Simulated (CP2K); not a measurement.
Band structure of SrCl2 (Fm-3m, 3 atoms in the cell).

```yaml
crystal:
  lattice:
    - [4.94939, 0.00000, 0.00000]
    - [2.47469, 4.28629, 0.00000]
    - [2.47469, 1.42877, 4.04116]
  atoms:
    - { symbol: Sr, position: [0.00000, 0.00000, 0.00000] }
    - { symbol: Cl, position: [0.75000, 0.75000, 0.75000] }
    - { symbol: Cl, position: [0.25000, 0.25000, 0.25000] }
```

Method of the run: LDA (Pade form), GPW, DZVP-MOLOPT-SR-GTH basis, GTH-PADE potentials (GTH_POTENTIALS) (CP2K).

Settings: CUTOFF = 500 Ry; REL_CUTOFF = 60 Ry; SMEAR/METHOD = FERMI_DIRAC; ELECTRONIC_TEMPERATURE = 116.05 K; KPOINTS/SCHEME = MONKHORST-PACK 8 8 8; GAMMA_CENTERED = T; XC_FUNCTIONAL = PADE; Sr/BASIS_SET = DZVP-MOLOPT-SR-GTH; Sr/POTENTIAL = GTH-PADE-q10; Cl/BASIS_SET = DZVP-MOLOPT-SR-GTH; Cl/POTENTIAL = GTH-PADE-q7; METHOD = GPW; EPS_DEFAULT = 1e-11; EXTRAPOLATION = USE_GUESS.

The starting cell comes from a database of computed structures (which also holds hypothetical and non-ambient phases and stackings), without a prior relaxation at this level. Values carry the incompleteness of an atom-centred basis.

### Question
Predict the gap along the standard path and the places of the band edges.

### Answer
The gap along the path is 4.81 eV, from X to Γ; the smallest direct gap on it is 5.15 eV.

Levels in eV from the top of the valence band on the SCF mesh, bands 9 to 13:
```
point      9     10     11     12    13
-----  -----  -----  -----  -----  ----
Γ      -2.19  -0.35  -0.35  -0.35  4.81
X      -1.93  -0.44  -0.44   0.00  5.61
W      -1.25  -1.25  -0.35  -0.11  6.46
K      -1.77  -0.75  -0.57  -0.12  6.13
L      -1.58  -1.37  -1.07  -1.07  6.82
U      -1.77  -0.75  -0.57  -0.12  6.13
```

Higher empty bands are left out: an atom-centred basis made for the valence describes them poorly.
